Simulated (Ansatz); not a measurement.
System: Ba2InSbO6 (model structure, started from the Ba2BiTaO6 type, R-3, No. 148, 10 atoms in the cell). Method: r²SCAN (Ansatz, a first-principles code, plane waves, PAW).

Input:

Ansatz 0.2 input:
```yaml
crystal:
  lattice:
    - [2.9269147313, 1.6898548447, 4.7645073085]
    - [-2.9269147313, 1.6898548447, 4.7645073085]
    - [0.0, -3.3797101794, 4.7645071347]
  atoms:
    - { symbol: Ba, position: [0.749960097, 0.749960097, 0.749960097] }
    - { symbol: Ba, position: [0.250039903, 0.250039903, 0.250039903] }
    - { symbol: Sb, position: [0.5, 0.5, 0.5] }
    - { symbol: In, position: [0.0, 0.0, 0.0] }
    - { symbol: O, position: [0.740230686, 0.23557877, 0.283027598] }
    - { symbol: O, position: [0.259769314, 0.76442123, 0.716972402] }
    - { symbol: O, position: [0.283027598, 0.740230686, 0.23557877] }
    - { symbol: O, position: [0.716972402, 0.259769314, 0.76442123] }
    - { symbol: O, position: [0.23557877, 0.283027598, 0.740230686] }
    - { symbol: O, position: [0.76442123, 0.716972402, 0.259769314] }
basis:
  ecutwfc: 560
  ecutrho_ratio: 4
  xc_grid: 3
kpoints:
  mp_grid: { grid: [8, 8, 8] }
  band_path:
    path:
      - [0.0, 0.0, 0.0]
      - [0.083333, 0.083333, 0.083333]
      - [0.166667, 0.166667, 0.166667]
      - [0.25, 0.25, 0.25]
      - [0.333333, 0.333333, 0.333333]
      - [0.416667, 0.416667, 0.416667]
      - [0.5, 0.5, 0.5]
      - [0.562368, 0.437632, 0.5]
      - [0.624735, 0.375265, 0.5]
      - [0.687103, 0.312897, 0.5]
      - [0.74947, 0.25053, 0.5]
      - [0.5, -0.25053, 0.25053]
      - [0.5, -0.187897, 0.187897]
      - [0.5, -0.125265, 0.125265]
      - [0.5, -0.062632, 0.062632]
      - [0.5, 0.0, 0.0]
      - [0.416667, 0.0, 0.0]
      - [0.333333, 0.0, 0.0]
      - [0.25, 0.0, 0.0]
      - [0.166667, 0.0, 0.0]
      - [0.083333, 0.0, 0.0]
      - [0.053609, -0.053609, 0.0]
      - [0.107219, -0.107219, 0.0]
      - [0.160828, -0.160828, 0.0]
      - [0.214437, -0.214437, 0.0]
      - [0.268046, -0.268046, 0.0]
      - [0.321656, -0.321656, 0.0]
      - [0.375265, -0.375265, 0.0]
      - [0.624735, 0.0, 0.375265]
      - [0.5, 0.0, 0.5]
      - [0.428571, 0.0, 0.428571]
      - [0.357143, 0.0, 0.357143]
      - [0.285714, 0.0, 0.285714]
      - [0.214286, 0.0, 0.214286]
      - [0.142857, 0.0, 0.142857]
      - [0.071429, 0.0, 0.071429]
    npoints: 1
hamiltonian:
  xc: r2scan
  dispersion: none
  pseudopotentials: { kind: paw }
scf:
  occupations: { method: fermi_dirac, width: 0.01 }
  convergence: { dr2_threshold: 0.000000001 }
output:
  forces: true
  stress: true
  eigenvalues: true
  write_bands: true
```

Excerpt of the program's output:

```
Crystal: 10 atoms, lattice volume = 141.393 Å³
Basis set: ecut = 560 eV, 4279 PW (Γ), exchange–correlation on 144×144×144 points (27 copies of the dense FFT grid, shifted against one another)
Bands: 52, of which v1, the nominal top of the filled ones, is band 42 counted from 1 (41 counted from 0)
Symmetry: 6 space group operations
Space group: R-3 (ITA 148), of the structure as read, at distance tolerance 5.2e-5 Å
k-points: 90 of 512
Functional: x = r2scan, c = r2scan; τ floored in thin density (d = 2e-4 eV/Å³)
SCF iter   1: F=—  HF=-27459.571819 eV  |F-HF|=—  |Δ(HF+E_count)|=         —  Δρ=1.01e-2  dr2=1.38e-1  dr2_τ=3.94e-1
SCF iter   2: F=—  HF=-27459.842983 eV  |F-HF|=—  |Δ(HF+E_count)|=   2.71e-1  Δρ=5.59e-3  dr2=2.70e-2  dr2_τ=2.68e-3
  ...
SCF iter   7: F=—  HF=-27459.839154 eV  |F-HF|=—  |Δ(HF+E_count)|=   6.30e-8  Δρ=4.84e-6  dr2=4.41e-8  dr2_τ=1.65e-9
SCF iter   8: F=-27459.839154 eV  HF=-27459.839154 eV  |F-HF|=1.75e-10  |Δ(HF+E_count)|=   7.13e-9  Δρ=5.27e-7  dr2=5.95e-10  dr2_τ=2.68e-11
SCF 1 converged in 8 iterations: F = -27459.839154 eV  dr2 = 5.95e-10
SCF converged after 8 iterations
Free energy (F): -27459.839154 eV
Internal energy: -27459.839154 eV  (E = F + TS)
E sigma→0 (E₀):  -27459.839154 eV
Fermi energy:    10.517408 eV
--- Forces (eV/Å), atoms counted from 1 ---
  atom   1  Ba     0.00000000    -0.00000000     0.00179925
  atom   2  Ba     0.00000000     0.00000000    -0.00179925
  atom   3  Sb     0.00000000     0.00000000    -0.00000000
  atom   4  In     0.00000000     0.00000000     0.00000000
  atom   5  O     -0.17501833    -0.02342824     0.11669955
  atom   6  O      0.17501833     0.02342824    -0.11669955
  atom   7  O      0.10779861    -0.13985621     0.11669954
  atom   8  O     -0.10779861     0.13985621    -0.11669954
  atom   9  O      0.06721972     0.16328444     0.11669955
  atom  10  O     -0.06721972    -0.16328444    -0.11669955
--- Stress (GPa, compression-positive) ---
        1.042083      -0.000001      -0.000000
        0.000001       1.042083      -0.000000
        0.000000      -0.000000       1.067958
  P = ⅓ Tr σ = 1.0507 GPa (10.507 kbar)
```

The PAW data were made under PBE.

Note: the relaxation could raise the start's symmetry but not lower it, so the cell can be a saddle point. Note: cell and atoms aren't relaxed at this level (largest force component 0.18 eV/Å, pressure 1.1 GPa).

The result took roughly 2.8 core-minutes.

A model structure was made by putting elements into a prototype or built by hand; it is no filed structure, need not be a known phase, and can be a saddle point held by its symmetry.
